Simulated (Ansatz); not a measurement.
## Pt in the simple cubic structure (space group Pm-3m, No. 221; a hypothetical phase, not in the database extracts checked)

Pt is modelled in the cubic space group Pm-3m (No. 221), the simple cubic structure, Pearson symbol cP1. Conventional cell: a = b = c = 2.6241 Å, α = β = γ = 90.00°. Pt on 1a sees 6 Pt at 2.624 Å (octahedral). (Neighbours: up to the widest gap in distance over summed covalent radii, below 1.35, at either atom.)

The values are results of Kohn–Sham DFT with the PBE functional, run in Ansatz (an electronic-structure program) with PAW and 420 eV plane waves, scalar-relativistic without spin-orbit coupling, not measurements. Settings: 18×18×18 k-points, 0.05 eV Fermi–Dirac smearing.

| Quantity | Value |
|---|---|
| Volume per atom | 18.07 Å³ |
| Density | 17.93 g/cm³ |
| Band gap | zero |
| Total energy | -12522.564 eV/atom (σ→0; compares only within this code and set-up) |

Whether these cells are dynamically stable was not tested. The final runs are not spin-polarised.
